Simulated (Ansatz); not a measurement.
Results of RPBE in Ansatz (plane waves, PAW) for zinc-blende BeS.

Numerical settings: plane-wave cutoff 520 eV, 12×12×12 k mesh, Fermi–Dirac smearing 0.01 eV, scalar-relativistic PAW data made under PBE.

Pressure at four volumes; x = ln(V/14.860 Å³). One pressure is withheld.

```
V (Å³/atom)        x  P (GPa)
-----------  -------  -------
13.968       -0.0619        ?
14.265       -0.0409     3.88
14.860        0.0000     0.01
15.751        0.0582    -4.57
```

### Question
Pass a parabola P(x) through the three rows shown, estimate the bulk modulus and its pressure derivative near zero pressure, and predict the withheld pressure.

### Answer
Slopes between the rows: (0.01 − (3.88))/(0.0000 − (-0.0409)) = -94.62 and (-4.57 − (0.01))/(0.0582 − (0.0000)) = -78.69 GPa. Their difference over the span 0.0991 is c = 15.93/0.0991 = 160.7 GPa, so P(x) = 3.88 + (-94.62)(x − (-0.0409)) + 160.7 (x − (-0.0409))(x − (0.0000)). At the middle row B = −dP/dx = −[-94.62 + 160.7 × 0.0409] = 88.0 GPa, and B′ = dB/dP = 2c/B = 3.7. At x = -0.0619 the parabola gives 6.08 GPa; the run gives 6.12 GPa. The Birch–Murnaghan fit to the energies at all volumes has B0 = 87.8 GPa and B′ = 3.8.

Measured, for comparison: bulk modulus 105 GPa (room temperature, not corrected to a static lattice; as tabulated in Narayana, Nesamony, Ruoff, Phys. Rev. B 56, no. 22 (1997)). Computed (rounded) less measured: bulk modulus -16 %.

Ansatz is a program for electronic structure.
